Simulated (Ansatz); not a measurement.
The starting structures come from a database of crystals and need not be the phases stable at ambient conditions.

By PBEsol, the system below comes out a metal.

Consider the following.

```xyz
2
Lattice="3.0945 0.0000 0.0000 0.0000 4.3762 0.0000 0.0000 2.1881 2.1881" Properties=species:S:1:pos:R:3 pbc="T T T"
Ti     1.5472     2.1881     0.0000
Tc     0.0000     0.0000     0.0000
```

Space group of this cell: Pm-3m, CsCl type. The cell is taken as given; by PBEsol its mean pressure is -5.3 GPa.

The current flows along the normal of the first two printed cell vectors, the (110) plane of the conventional cell. No spin-orbit coupling; the value is a mean over 0.1 eV about the Fermi level.

**Question.** State the ballistic conductance per area according to PBEsol run with Ansatz (an electronic-structure program).

**Answer.** 1.3 × 10¹⁵ S/m² for both spins.
